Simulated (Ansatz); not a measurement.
The reference is NbP in the CsCl type structure (space group Pm-3m, No. 221; a = 3.0793 Å; a hypothetical phase, not in the database extracts checked; relaxed with 0.1 eV smearing). Axes: x, y, z lie along the cube axes.

Level of theory: PBEsol in Ansatz (plane waves to 420 eV, PAW, no spin-orbit coupling).

A first run, uniaxial strain ε_yy = −1.60 %, gives secant values C11 ≈ 400 GPa and C12 ≈ 120 GPa from its stress. A second run applies biaxial strain −2.78 %, plane normal [001], relaxed out of plane.

Q: What does linear elasticity predict for −ε⊥/ε∥ in the second run, and what does the run give?

A: Linear elasticity: 2 C12/C11 = 0.60. The run gives 0.68; any difference comes from nonlinear terms at these strains and numerical noise.

No phonon test of stability was made. All final runs are without spin polarisation.

Ansatz is a quantum-chemistry and plane-wave program.
